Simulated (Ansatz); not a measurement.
Base system: BAs in the zinc blende structure (space group F-43m, No. 216; a = 4.7322 Å). Axes: x, y, z lie along the cube axes.

Computed with Ansatz (a first-principles code), LDA, PAW, cutoff 420 eV, without spin-orbit coupling.

For the base:

| Item | Result |
|---|---|
| Smallest direct gap | 3.29 eV |
| Valence-band top at Γ | 0.00, 0.00, 0.00 eV |

One thing is altered: biaxial strain +0.42 %, plane normal [111], relaxed out of plane (Cartesian); in-plane vectors clamped, the third vector and the atoms free.

**Question.** Predict the new smallest direct gap, hole mass, valence-band top at Γ and out-of-plane strain.

**Answer.** The smallest direct gap drops by 0.07 eV to 3.22 eV; the hole mass comes out as 0.11 mₑ out of plane, 0.54 mₑ in plane (at Γ); the valence-band top at Γ (three highest levels, from the VBM) goes from 0.00, 0.00, 0.00 eV to 0.00, -0.04, -0.04 eV; the out-of-plane strain amounts to -0.10 %.

Masses are band curvatures over ±0.01 Å⁻¹ around the edge. Stability against distortions was not tested.
